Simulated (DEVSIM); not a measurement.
Structure: Schottky contact on n-type Si, at 300 K.

Layer 1 from the left is Si, thickness (μm) 0.310, Nd (cm⁻³) 7.7e16, τn (s) 5.8e-5, τp (s) 5.8e-5. Layer 2 from the left is Si, thickness (μm) 5.20, Nd (cm⁻³) 9.7e17, τn (s) 5.8e-5, τp (s) 5.8e-5.

Left contact: Schottky, work function 4.67 eV, emission velocity 2.6e6 cm/s. Right contact: ohmic. Voltage is applied to the left contact. Recombination: SRH at mid-gap. Mobility is μmin + (μ − μmin)/(1 + (N/Nref)^α).

This is a model device: material constants are rounded textbook-type values typed into the input, and sizes, dopings and lifetimes were drawn at random. Values at 300 K.

Si: gap (eV) 1.124, affinity (eV) 4.05, permittivity 11.7, Nc (cm⁻³) 2.86e19, Nv (cm⁻³) 3.1e19, μn (cm²/Vs) 1417, μp (cm²/Vs) 470, μn,min 52, μp,min 45, Nref,n 9.7e16, Nref,p 2.2e17, αn 0.68, αp 0.72.

Model (solved in DEVSIM): 1D drift-diffusion, Boltzmann statistics, complete ionisation; no tunnelling, impact ionisation, image-force lowering or self-heating. Metal contacts follow the ideal Schottky-Mott rule: no Fermi-level pinning, no interface dipoles.

Dark forward current:

```
|V| (V)  |J| (A/cm²)
-------  -----------
0.05        0.002615
0.10         0.02065
0.15          0.1450
0.20           1.001
0.25           6.857
0.30           45.94
0.35           274.9
0.40            1143
0.45            2895
```

Work out the local ideality factor n = ΔV / (kT/q · ln(J2/J1)) between the rows 0.15 and 0.20 V, 0.40 and 0.45 V.

kT/q = 25.85 mV. From 0.15 to 0.20 V: ln(1.001/0.1450) = 1.932, n = 1.00, near the 1 of diffusion or emission over a barrier. From 0.40 to 0.45 V: ln(2895/1143) = 0.929, n = 2.08; the layers' resistance at their doping, Σ W/(qμN) = 1.5e-5 Ω cm², would take 26 mV of this step of 50 mV.

Estimate the current at 0.20 V for emission alone, J0 = q v N_band exp(−φB/kT), and read the barrier back from the simulated current.

φB = 0.620 eV, N_band = 2.86e19 cm⁻³, J0 = 0.000457 A/cm²; J = J0 (exp(qV/kT) − 1) = 1.05 A/cm². The simulation gives 1.00 A/cm²; the estimate lies 4.5 % above. Read backwards, the simulated current gives an apparent barrier of 0.621 eV. The estimate leaves out transport through the depletion region and minority injection.
